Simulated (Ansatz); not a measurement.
# Short convergence ladders for AlNi (Cmm2, 2 atoms in the cell)

```yaml
crystal:
  lattice:
    - [1.93288, -1.94733, 0.00000]
    - [1.93288, 1.94733, 0.00000]
    - [0.00000, 0.00000, 3.09013]
  atoms:
    - { symbol: Al, position: [0.00000, 0.00000, 0.01618] }
    - { symbol: Ni, position: [0.50000, 0.50000, 0.50000] }
```

Base method: PBEsol, default PAW files made with PBE (plane waves; Ansatz, an electronic-structure program).

Base settings: basis.ecutwfc = 30.9 Ry; kpoints.mp_grid.grid = 12 12 11; hamiltonian.xc = pbesol; hamiltonian.pseudopotentials = {kind: paw} (the program's default PAW files); scf.occupations.method = gaussian; scf.occupations.width = 0.0073 Ry.

The count of work is k-points × plane waves × bands × iterations; it is no time. Core times come from one kind of shared machine, to one figure; runs under 30 s give none.

**The cutoff for other potential files**

Level: DFT, PBEsol, plane waves, harder PAW files (source: ansatz) made with PBE.

In this ladder: hamiltonian.pseudopotentials = {kind: paw, source: ansatz}.

The second cell is the first with its lattice scaled by 0.98.

The mesh stays at the base's, so the ladder's end is converged at best in this setting alone.

The first pressure column holds Ansatz's estimate of the finite-basis (Pulay) stress, which hides part of the cutoff error; the other is without it.

Only quantities that move along the ladder and can be compared are tabulated.

```csv
basis.ecutwfc,free energy less the last step's (meV/atom),energy of the compressed cell less the first (meV/atom),pressure (GPa),pressure without the Pulay estimate (GPa),largest difference of a force vector from the last step's (eV/Å),count of work / last,core time / last (rough)
30.5 Ry,6290.01,38.11,5.06,-445.24,0.085,0.13,–
37.1 Ry,1134.91,41.72,2.64,-100.28,0.025,0.14,–
47.4 Ry,60.87,34.15,2.06,-6.07,0.001,0.20,–
57.3 Ry,2.56,34.32,2.14,1.76,0.000,0.28,–
67.6 Ry,0.62,34.28,2.13,2.11,0.000,0.35,0.3
81.2 Ry,0.38,34.27,2.12,2.11,0.000,0.46,0.4
101.4 Ry,0.11,34.26,2.12,2.11,0.000,0.65,0.4
135.2 Ry,0.00,34.26,2.12,2.12,0.000,1.0,1
```

Coarsest basis.ecutwfc that holds the forces within 0.01 eV/Å of the last step, with all finer ones: 47.4 Ry, at 0.20 of the last step's count of work; the step before is off by 0.025 eV/Å.

Coarsest basis.ecutwfc that holds the energy of the compressed cell less the first within 0.5 meV/atom of the last step, with all finer ones: 47.4 Ry, at 0.20 of the last step's count of work; the step before is off by 7.5 meV/atom.

Coarsest basis.ecutwfc that holds the pressure without the Pulay estimate within 0.2 GPa of the last step, with all finer ones: 67.6 Ry, at 0.35 of the last step's count of work and about 0.3 of the last step's time; the step before is off by 0.36 GPa.

The energy difference between the two cells stays within 1 meV/atom of the last step's from 47.4 Ry on, the total only from 67.6 Ry on: much of the error is common to both cells and cancels.

At the lowest cutoff the pressure without the Pulay estimate lies 447 GPa under the last step's, the usual sign of Pulay stress in an incomplete plane-wave basis.

**The density cutoff**

The second cell is the first with its lattice scaled by 0.98.

The mesh stays at the base's, so the ladder's end is converged at best in this setting alone.

Only quantities that move along the ladder and can be compared are tabulated.

```tsv
basis.ecutrho_ratio	free energy less the last step's (meV/atom)	energy of the compressed cell less the first (meV/atom)	pressure (GPa)
2	-3.79	34.10	2.56
3	-0.07	34.68	2.19
4	0.00	34.67	2.19
5	0.00	34.67	2.19
6	0.00	34.67	2.19
8	0.00	34.67	2.19
10	0.00	34.67	2.19
12	0.00	34.67	2.19
16	0.00	34.67	2.19
```

Coarsest basis.ecutrho_ratio that holds the energy of the compressed cell less the first within 0.2 meV/atom of the last step, with all finer ones: 3; the step before is off by 0.58 meV/atom.

Coarsest basis.ecutrho_ratio that holds the pressure within 0.1 GPa of the last step, with all finer ones: 3; the step before is off by 0.37 GPa.

Coarsest basis.ecutrho_ratio that holds the free energy within 2 meV/atom of the last step, with all finer ones: 3; the step before is off by 3.8 meV/atom.

The energy difference between the two cells stays within 1 meV/atom of the last step's from 2 on, the total only from 3 on: much of the error is common to both cells and cancels.

**The relaxed cell against the cutoff**

On AlNi (Cmmm, 2 atoms in the cell): atoms on their sites.

In this ladder: relax = cell and atoms.

The mesh stays at the base's, so the ladder's end is converged at best in this setting alone.

Only quantities that move along the ladder and can be compared are tabulated.

| basis.ecutwfc | relaxed volume (Å³/atom) | relaxation steps | core time / last (rough) |
|---|---|---|---|
| 15.4 Ry | 12.115 | 95 | 2 |
| 18.4 Ry | 11.882 | 57 | 1 |
| 21.7 Ry | 11.813 | 32 | 1 |
| 26.1 Ry | 11.734 | 13 | 0.5 |
| 30.9 Ry | 11.721 | 8 | 0.4 |
| 37.1 Ry | 11.721 | 7 | 0.6 |
| 46.3 Ry | 11.721 | 7 | 0.5 |
| 61.7 Ry | 11.720 | 7 | 1 |

Coarsest basis.ecutwfc that holds the relaxed volume within 0.059 Å³/atom of the last step, with all finer ones: 26.1 Ry; the step before is off by 0.092 Å³/atom.

At the lowest cutoff the cell relaxes to a volume 3.4 % larger than at the highest. Ansatz relaxes on a stress corrected for the finite basis.

On the base run: the starting cell comes from a database of computed structures (which also holds hypothetical and non-ambient phases and stackings), without a prior relaxation at this level. Its lattice was rescaled by up to half a per cent. One atom was moved a little off its site on purpose. Spin polarisation is off.

Keys are those of Ansatz 0.2.
